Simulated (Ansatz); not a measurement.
# HfO2 under a change: strain tensor (xx, yy, zz, yz, xz, xy) = (+1.11, −1.54, −0.39, +0.21, −0.56, −0.45) %

Base system: HfO2 (space group P4_2/nmc, No. 137; a = 3.577 Å, c = 5.203 Å). Axes: x, y, z lie along a, b, c of the conventional cell.

Perturbation: strain tensor (xx, yy, zz, yz, xz, xy) = (+1.11, −1.54, −0.39, +0.21, −0.56, −0.45) %, atoms relaxed at fixed cell.

Calculations: plane-wave PAW DFT at the r2SCAN level (Ansatz, a quantum-chemistry and plane-wave program, 500 eV), spin-orbit coupling left out. Settings: 9×9×7 k-points, 0.05 eV Fermi–Dirac smearing.

| quantity | base | changed | shift |
|---|---|---|---|
| volume per atom | 11.09 Å³ | 11.00 Å³ | -0.09 Å³ |
| shortest interatomic distance | 2.059 Å | 2.046 Å | -0.013 Å |
| energy relative to the base (free energy F) | 0 meV/atom | +2.9 meV/atom | +2.9 meV/atom |
| pressure (mean of the normal stresses, compression positive) | 0.00 GPa | 1.84 GPa | +1.84 GPa |
| band gap | 5.27 eV | 5.20 eV | -0.063 eV |
| gap character | – | indirect, Y → Γ | – |
| smallest direct gap | 5.34 eV | 5.27 eV | -0.07 eV |
| electron mass | 1.0 mₑ along c, 0.89 mₑ across (at Γ) | 0.95 mₑ along x, 0.84 mₑ along y, 1.0 mₑ along z (at Γ) | – |
| largest internal atomic displacement | – | 0.020 Å | – |
| stress (xx, yy, zz, yz, xz, xy; compression positive) | – | (-0.14, 3.89, 1.77, -0.16, 0.09, 1.67) GPa | – |

Final structure:

```yaml
crystal:
  lattice:
    - [3.61648, -0.01592, -0.01985]
    - [-0.01592, 3.52170, 0.00733]
    - [-0.02887, 0.01067, 5.18235]
  atoms:
    - { symbol: Hf, position: [0.00438, 0.00117, 0.99790] }
    - { symbol: Hf, position: [0.49562, 0.49883, 0.50210] }
    - { symbol: O, position: [0.00067, 0.49985, 0.19897] }
    - { symbol: O, position: [0.99963, 0.50001, 0.69669] }
    - { symbol: O, position: [0.49933, 0.00015, 0.30103] }
    - { symbol: O, position: [0.50037, 0.99999, 0.80331] }
```

With Hf present, leaving out spin-orbit coupling can change the band edges. Effective masses come from finite differences of ±0.01 Å⁻¹. Whether these cells are dynamically stable was not tested. This is not the structure that HfO2 has at room temperature and ambient pressure. Labels are those of the standard path for the cell's own space group.
